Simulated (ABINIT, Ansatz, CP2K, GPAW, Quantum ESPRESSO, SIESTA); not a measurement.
Code comparison for C (P6_3/mmc, 2 atoms in the cell)

Self-consistent single point, at a second geometry (lattice scaled by 0.98). First geometry:

```
CELL_PARAMETERS angstrom
      2.21719     0.00000     0.00000
     -1.10860     1.92014     0.00000
      0.00000     0.00000     3.59982
ATOMIC_POSITIONS crystal
  C  0.33333 0.66667 0.25000
  C  0.66667 0.33333 0.75000
```

Shared settings, as Ansatz (an electronic-structure program) writes them: kpoints.mp_grid.grid = 17 17 9; scf.occupations.method = gaussian; scf.occupations.width = 0.05 eV. Potentials and cutoffs stand in the table.

```json
[
 {"code": "ABINIT", "model": "PBE, norm-conserving pseudopotentials (PseudoDojo nc-sr-05 PBE standard)", "ΔF from the first geometry (meV/atom)": "-22.6", "pressure (GPa)": "-4.02", "cutoff": "41 Ha"},
 {"code": "GPAW", "model": "PBE, GPAW PAW datasets PBE (gpaw-data 1.0.1)", "ΔF from the first geometry (meV/atom)": "-24.7", "pressure (GPa)": "–", "cutoff": "950 eV"},
 {"code": "Quantum ESPRESSO", "model": "PBE, PseudoDojo standard norm-conserving (PBE) pseudopotentials", "ΔF from the first geometry (meV/atom)": "-22.6", "pressure (GPa)": "-3.93", "cutoff": "85 Ry"},
 {"code": "CP2K", "model": "PBE, GPW, DZVP-MOLOPT-SR-GTH basis, GTH-PBE potentials (GTH_POTENTIALS)", "ΔF from the first geometry (meV/atom)": "-31.6", "pressure (GPa)": "-7.21", "cutoff": "grid 400 Ry"},
 {"code": "SIESTA", "model": "GGA PBE, numerical atomic orbitals DZP, PseudoDojo PBE standard norm-conserving potentials (rewritten from UPF to PSML)", "ΔF from the first geometry (meV/atom)": "-12.7", "pressure (GPa)": "-0.22", "cutoff": "grid 400 Ry"},
 {"code": "Ansatz", "model": "PBE, default PAW files", "ΔF from the first geometry (meV/atom)": "-24.8", "pressure (GPa)": "-5.33", "cutoff": "420 eV"}
]
```

For Ansatz (by 0.5 GPa) the energy change implies a higher mean pressure, against the two pressures, than for the other programs: a sign of finite-basis (Pulay) stress.

A dash marks a value that a program does not give, or that is left out as unsure.

The spread over the programs that give each value: ΔF from the first geometry within 18.9 meV/atom; pressure within 6.99 GPa.

CP2K and SIESTA use small atom-centred bases, whose incompleteness enters pressures, forces and empty levels differently from a plane-wave cutoff. Ansatz's pressure is given at a fixed set of plane waves, as the other plane-wave codes print theirs; with its correction for the finite basis it is -4.76 GPa (the shift of 0.57 GPa shows how far the cutoff is from converged). The pressure of GPAW is left out: its cutoff lies under the one at which its stress was checked. In the pressure, CP2K (by 3.19), SIESTA (by 3.79) and Ansatz (by 1.31) lie more than 1 GPa from the median of the plane-wave programs.

The starting cell was generated: these elements placed on a structure prototype, without a prior relaxation; it need not be a known phase or ordering of this composition. Its lattice was rescaled by a random factor within 2.5 % of one. For this run, on top of that: lattice scaled by 0.98.

Left out of this page: Elk and FLEUR (not drawn, or without a comparable value).

Keys are those of Ansatz 0.2.
